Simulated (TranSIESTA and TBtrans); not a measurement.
# Ga chain with one bond stretched by 0.6 Å

System: Ga chain with one bond stretched by 0.6 Å. Leads: straight Ga chain, spacing 2.422 Å. Geometry: as built, not relaxed.

Method: TranSIESTA and TBtrans, PBE, DZP numerical orbitals (energy shift 0.15 eV), PseudoDojo norm-conserving scalar-relativistic potentials, mesh cutoff 200 Ry, 300 K, no spin polarisation, no spin-orbit coupling; self-consistent non-equilibrium Green functions.

| Item | Value |
|---|---|
| Conductance at 300 K (G0 = 2e²/h) | 2.22 |
| Mean T from −0.5 to 0.5 eV | 1.70 |

Energies count from the leads' Fermi level. Transmissions are for one spin of a degenerate pair. The energy step is 0.01 eV; narrower resonances are cut or missed.

```csv
E (eV),T,lead channels
-2.00,0.77,1
-1.90,0.78,1
-1.80,0.78,1
-1.70,0.77,1
-1.60,0.71,1
-1.50,0,0
-1.40,0,0
-1.30,0,0
-1.20,0,0
-1.10,0,0
-1.00,0,0
-0.90,0,0
-0.80,0,0
-0.70,0,0
-0.60,0,0
-0.50,0.34,1
-0.40,0.49,1
-0.30,0.81,3
-0.20,1.68,3
-0.10,2.13,3
0.00,2.24,3
0.10,2.22,3
0.20,2.16,3
0.30,2.10,3
0.40,2.04,3
0.50,2.01,3
0.60,1.99,3
0.70,1.99,3
0.80,2.00,3
0.90,2.02,3
1.00,2.05,3
1.10,2.08,3
1.20,2.11,3
1.30,2.15,3
1.40,2.18,3
1.50,2.20,3
1.60,2.23,3
1.70,2.25,3
1.80,2.26,3
1.90,2.28,3
2.00,2.29,3
```

The straight chain is held at its spacing; free chains may zigzag or dimerise. No spin-polarised start was tried, so a magnetic state, if there is one, is missed.
